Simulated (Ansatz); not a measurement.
Ti2InC, treated with PBEsol (plane waves, PAW; Ansatz, a quantum-chemistry and plane-wave program).

Settings: plane-wave cutoff 520 eV, 18×18×4 k mesh (along the axes of the cell as run), Fermi–Dirac smearing 0.03 eV, no spin polarisation, scalar-relativistic PAW data made under PBE.

Starting structure:

```
CELL_PARAMETERS angstrom
      3.13559     0.00000     0.00000
     -1.56780     2.71550     0.00000
      0.00000     0.00000    14.13051
ATOMIC_POSITIONS crystal
  Ti 0.66667 0.33333 0.57876
  Ti 0.33333 0.66667 0.42124
  Ti 0.33333 0.66667 0.07876
  Ti 0.66667 0.33333 0.92124
  In 0.66667 0.33333 0.25000
  In 0.33333 0.66667 0.75000
  C  0.00000 0.00000 0.50000
  C  0.00000 0.00000 0.00000
```

**Question.** Into what structure does the relaxation of cell and atoms lead at this level, with the symmetry of the start kept?

**Answer.** The volume drops by 2.5 %; final space group P6_3/mmc.
```
CELL_PARAMETERS angstrom
      3.10755     0.00000     0.00000
     -1.55377     2.69121     0.00000
      0.00000     0.00000    14.02770
ATOMIC_POSITIONS crystal
  Ti 0.66667 0.33333 0.57867
  Ti 0.33333 0.66667 0.42133
  Ti 0.33333 0.66667 0.07867
  Ti 0.66667 0.33333 0.92133
  In 0.66667 0.33333 0.25000
  In 0.33333 0.66667 0.75000
  C  0.00000 0.00000 0.50000
  C  0.00000 0.00000 0.00000
```

Note: the relaxation could not lower the start's symmetry, so the cell can be a saddle point above a distorted one.
